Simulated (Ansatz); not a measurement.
Input and output of a self-consistent single point for Ag₂P (P1, 6 atoms in the cell) (Ansatz, a program for electronic structure).

Level of theory: revPBE, default PAW files made with PBE (plane waves; Ansatz).

```xyz
6
Lattice="4.2585 0.0000 0.0000 -2.1293 3.6880 0.0000 0.0000 0.0000 5.2179" Properties=species:S:1:pos:R:3 pbc="T T T"
P      0.0204     2.6137     1.3587
P      2.2283     1.2659     3.8793
Ag     0.0120    -0.0658     0.1214
Ag    -0.0007    -0.0716     2.6177
Ag    -0.0693     2.4260     3.8406
Ag     2.0679     1.2078     1.2271
```

Reference input (self-consistent single point, DFT, PBEsol, plane waves, default PAW files made with PBE): basis.ecutwfc = 420 eV; kpoints.mp_grid.grid = 7 7 5; hamiltonian.xc = pbesol; hamiltonian.pseudopotentials = {kind: paw} (the program's default PAW files); scf.occupations.method = methfessel_paxton; scf.occupations.width = 0.272 eV. This run's input differs from it in these lines:

Ansatz 0.2 input:
```diff
@@ -17,3 +17,3 @@
 hamiltonian:
-  xc: pbesol
+  xc: revpbe
   pseudopotentials: { kind: paw }
```

The program printed (abridged):

```
SCF iter   1: F=—  HF=-31896.172234 eV  |F-HF|=—  |Δ(HF+E_count)|=         —  Δρ=5.16e-3  dr2=1.57e-2  ethr=1.77e-3  ⟨swp⟩=6.7  Hψ=23938  notcnv=0
all-band conjugate gradients solve this SCF's bands
preconditioner: auto → Kerker (q_TF=auto, 2.750 Å⁻¹)
SCF iter   2: F=—  HF=-31896.169994 eV  |F-HF|=—  |Δ(HF+E_count)|=   2.24e-3  S|Δr|=    0.00e0  Δρ=2.76e-3  dr2=4.87e-3  ethr=1.83e-5  ⟨swp⟩=2.1  Hψ=8856  notcnv=0
   [... lines left out ...]
SCF iter   5: F=—  HF=-31896.168856 eV  |F-HF|=—  |Δ(HF+E_count)|=   1.06e-5  S|Δr|=    0.00e0  Δρ=5.87e-5  dr2=2.73e-6  ethr=2.81e-8  ⟨swp⟩=2.1  Hψ=9400  notcnv=0
SCF iter   6: F=—  HF=-31896.168856 eV  |F-HF|=—  |Δ(HF+E_count)|=   3.39e-7  S|Δr|=    0.00e0  Δρ=2.21e-5  dr2=4.04e-7  ethr=3.18e-9  ⟨swp⟩=2.0  Hψ=10810  notcnv=0
SCF iter   7: F=-31896.168856 eV  HF=-31896.168856 eV  |F-HF|=1.71e-8  |Δ(HF+E_count)|=   6.91e-8  S|Δr|=    0.00e0  Δρ=4.97e-6  dr2=3.15e-8  ethr=1.16e-10  ⟨swp⟩=8.6  Hψ=25136  notcnv=0
SCF 1 converged in 7 iterations: F = -31896.168856 eV  dr2 = 3.15e-8
Stability not checked (fill_not_monotonic)
Free energy (F): -31896.168856 eV
Internal energy: -31896.161754 eV  (E = F + TS)
E sigma→0 (E₀):  -31896.167080 eV
Entropy (-TS):   -0.007102 eV (-1.184 meV/atom)
Fermi energy:    19.914148 eV
--- Forces (eV/Å), atoms counted from 1 ---
  atom   1  P     -0.08696230    -1.43721830    -0.54885177
  atom   2  P     -1.16933199    -0.73517340     0.03127981
  atom   3  Ag    -0.39218846     0.49903135    -2.05164626
  atom   4  Ag    -0.32077410     0.58652020     1.25944680
  atom   5  Ag     1.60443911     0.17690699     1.05553748
  atom   6  Ag     0.36484460     0.90996468     0.25422827
--- Stress (GPa, compression-positive) ---
       45.417510       2.721462       0.250684
        2.721462      49.866311      -0.999918
        0.250684      -0.999918      47.970773
  P = ⅓ Tr σ = 47.7515 GPa (477.515 kbar)
  The stress holds the Pulay correction. Without it, at fixed plane waves, as pw.x and ABINIT print it: P = 47.6575 GPa
```

The run converged in 7 iterations. Against the reference run the pressure goes from 36.22 to 47.75 GPa and the largest force goes from 1.985 to 2.148 eV/Å.

The starting cell was generated: these elements placed on a structure prototype, without a prior relaxation; it need not be a known phase or ordering of this composition. Its atoms were displaced at random from the sites of space group no. 194. With a pressure of about 48 GPa the cell is away from its equilibrium volume at this level. Forces in this geometry exceed 1 eV/Å. Ansatz's pressure includes its estimate of the finite-basis (Pulay) stress. The run gives no clean gap (levels at the Fermi energy touch, overlap or are partly filled at this smearing), which alone does not show that the compound is a metal.
